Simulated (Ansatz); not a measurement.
MgZn₂, treated with LDA in Ansatz (PAW).

Run with plane-wave cutoff 520 eV, 12×12×6 k mesh (along the axes of the cell as run), Fermi–Dirac smearing 0.05 eV, scalar-relativistic PAW data made under PBE.

Starting structure:

```yaml
crystal:
  lattice:
    - [5.22300, 0.00000, 0.00000]
    - [-2.61150, 4.52325, 0.00000]
    - [0.00000, 0.00000, 8.56600]
  atoms:
    - { symbol: Mg, position: [0.66667, 0.33333, 0.56286] }
    - { symbol: Mg, position: [0.33333, 0.66667, 0.06286] }
    - { symbol: Mg, position: [0.33333, 0.66667, 0.43714] }
    - { symbol: Mg, position: [0.66667, 0.33333, 0.93714] }
    - { symbol: Zn, position: [0.00000, 0.00000, 0.50000] }
    - { symbol: Zn, position: [0.00000, 0.00000, 0.00000] }
    - { symbol: Zn, position: [0.16951, 0.33903, 0.75000] }
    - { symbol: Zn, position: [0.83049, 0.16951, 0.25000] }
    - { symbol: Zn, position: [0.66097, 0.83049, 0.75000] }
    - { symbol: Zn, position: [0.83049, 0.66097, 0.25000] }
    - { symbol: Zn, position: [0.16951, 0.83049, 0.75000] }
    - { symbol: Zn, position: [0.33903, 0.16951, 0.25000] }
```

**Question.** Into what structure does the relaxation of cell and atoms lead at this level, with the symmetry of the start kept?

**Answer.** The volume drops by 10 %; final space group P6_3/mmc.
```yaml
crystal:
  lattice:
    - [5.04865, 0.00000, 0.00000]
    - [-2.52432, 4.37226, 0.00000]
    - [0.00000, 0.00000, 8.24292]
  atoms:
    - { symbol: Mg, position: [0.66667, 0.33333, 0.56268] }
    - { symbol: Mg, position: [0.33333, 0.66667, 0.06268] }
    - { symbol: Mg, position: [0.33333, 0.66667, 0.43732] }
    - { symbol: Mg, position: [0.66667, 0.33333, 0.93732] }
    - { symbol: Zn, position: [0.00000, 0.00000, 0.50000] }
    - { symbol: Zn, position: [0.00000, 0.00000, 0.00000] }
    - { symbol: Zn, position: [0.16952, 0.33904, 0.75000] }
    - { symbol: Zn, position: [0.83048, 0.16952, 0.25000] }
    - { symbol: Zn, position: [0.66096, 0.83048, 0.75000] }
    - { symbol: Zn, position: [0.83048, 0.66096, 0.25000] }
    - { symbol: Zn, position: [0.16952, 0.83048, 0.75000] }
    - { symbol: Zn, position: [0.33904, 0.16952, 0.25000] }
```

Note: the volume lies 10 % below that of the published cell.

Ansatz is an electronic-structure program.
